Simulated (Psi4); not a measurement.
Psi4 1.11, unrestricted HF/def2-svp: Al(Me)(H) ([CH3][AlH]), charge 0, multiplicity 2, 6 atoms. The geometry is a generated start, not checked to be a minimum at this level.

- task = energy
- method = scf
- basis = def2-svp
- memory = 3 GB
- maxiter = 100
- keys of the molecule block = symmetry c1
- scf_type = df (default)
- e_convergence = 1e-06 (default)
- d_convergence = 1e-06 (default)
- basis functions = 52

```xyz
6

Al    -0.3751    -1.3629    -0.1173
C      0.3640     0.4664     0.2521
H      0.2127     0.7613     1.2986
H     -0.0822     1.2563    -0.3637
H      1.4466     0.5024     0.0732
H     -1.5660    -1.6235    -1.1429
```

Charge 0 and multiplicity 2 are set for this test and not shown to be the ground state.

With the defaults (damping_percentage = 0, diis_max_vecs = 10, guess = auto, which took SAD, scf_initial_accelerator = adiis, soscf = false, soscf_start_convergence = 0.01, level_shift = 0, level_shift_cutoff = 0.01) it converges in 9 SCF iterations. One run each on 2 threads, with these changes:
- guess = sadno
- level_shift = 0.5, level_shift_cutoff = 0.001
- scf_initial_accelerator = ediis
- diis_max_vecs = 6
- soscf = true, soscf_start_convergence = 0.001
- damping_percentage = 60
- guess = sap
- diis_max_vecs = 3
- soscf = true

**Question.** Which of these changes keep the SCF from converging, or lead it to another solution?

**Answer.** No convergence: damping_percentage = 60 (the run ends without SCF convergence in 100 iterations). The rest reach the solution of the defaults.

| setting | SCF iterations | JK calls | end |
|---|---|---|---|
| soscf = true | 5 | 16 | same solution |
| soscf = true, soscf_start_convergence = 0.001 | 6 | 17 | same solution |
| the defaults | 9 | 10 | same solution |
| diis_max_vecs = 6 | 9 | 10 | same solution |
| scf_initial_accelerator = ediis | 9 | 10 | same solution |
| level_shift = 0.5, level_shift_cutoff = 0.001 | 9 | 10 | same solution |
| diis_max_vecs = 3 | 10 | 11 | same solution |
| guess = sadno | 10 | 10 | same solution |
| guess = sap | 10 | 10 | same solution |
| damping_percentage = 60 | 100 | 101 | no convergence |

An SOSCF iteration holds several JK calls; a Hückel guess adds calls on atoms.
